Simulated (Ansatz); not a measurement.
**InAs: response to strain**

Consider InAs in the zinc blende structure (space group F-43m, No. 216).

```xyz
2
Lattice="0.0000 3.0130 3.0130 3.0130 0.0000 3.0130 3.0130 3.0130 0.0000" Properties=species:S:1:pos:R:3 pbc="T T T"
In     0.0000     0.0000     0.0000
As     1.5065     1.5065     1.5065
```

Cartesian axes are those of the cell as printed.

Strains are applied to the cell and any free atomic positions relax.

Computed with LDA (Ansatz, an electronic-structure program, PAW, without spin-orbit coupling).

Notes on the quantities. energy relative to the base: free energy F.

```csv
variant,energy relative to the base,shortest interatomic distance
base,0 meV/atom,2.609 Å
tensor shear ε_xy = +1.43 %,+2.6 meV/atom,2.602 Å
tensor shear ε_xy = +2.00 %,+5.1 meV/atom,2.599 Å
tensor shear ε_xy = +0.57 %,+0.4 meV/atom,2.606 Å
tensor shear ε_xy = +0.86 %,+0.9 meV/atom,2.605 Å
tensor shear ε_xy = +1.71 %,+3.8 meV/atom,2.600 Å
tensor shear ε_xy = +1.14 %,+1.7 meV/atom,2.603 Å
tensor shear ε_xy = +0.29 %,+0.1 meV/atom,2.608 Å
```

No phonon test of stability was made. The final runs are not spin-polarised.
